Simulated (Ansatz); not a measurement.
BP (F-43m), Ansatz (a program for electronic structure) with r2SCAN, rigid bands: Condition of this run: functional r2SCAN on the same cell. band gap 1.39 eV, N_c = 4.01e19 cm⁻³ and N_v = 3.31e19 cm⁻³ at 300 K, conductivity masses of 0.323 mₑ (electrons) and 0.365 mₑ (holes). Take k_BT = 0.02585 eV.

**Question.** Find the intrinsic carrier density and the intrinsic Fermi level.

**Answer.** n_i = √(N_c N_v) exp(−E_g/2k_BT) = 3.64e19 × exp(−26.88) = 7.7e7 cm⁻³. The level lies (k_BT/2) ln(N_v/N_c) = -2 meV from mid-gap (positive towards the conduction band). Each 0.1 eV added to the gap lowers n_i by a factor of 6.9.

**Question.** What built-in voltage has an abrupt junction with N_A = 1e17 and N_D = 1e18 cm⁻³, all dopants ionised?

**Answer.** V_bi = E_g/e − (k_BT/e) ln(N_c N_v/(N_A N_D)) = 1.39 − 0.02585 × 9.49 = 1.14 V. It follows the computed gap one for one.

**Question.** A film of it is 3 nm thick. Estimate the confinement energies in an infinite well.

**Answer.** ħ²π²/(2m t²) = 0.376 eV·nm²/(m/mₑ × t²) gives 129 meV for electrons and 114 meV for holes, so the gap would widen to about 1.63 eV. Finite barriers and nonparabolic bands lower this, and with several valleys or bands the heaviest mass along the normal sets the lowest level, not this average.

Rigid, parabolic bands with the computed gap; masses take one relaxation time for all states. Spin-orbit coupling is left out; where it splits the top of the valence band, N_v and the p-type Seebeck coefficient come out somewhat high without it. Geometry: cell and atoms relaxed with PBEsol.
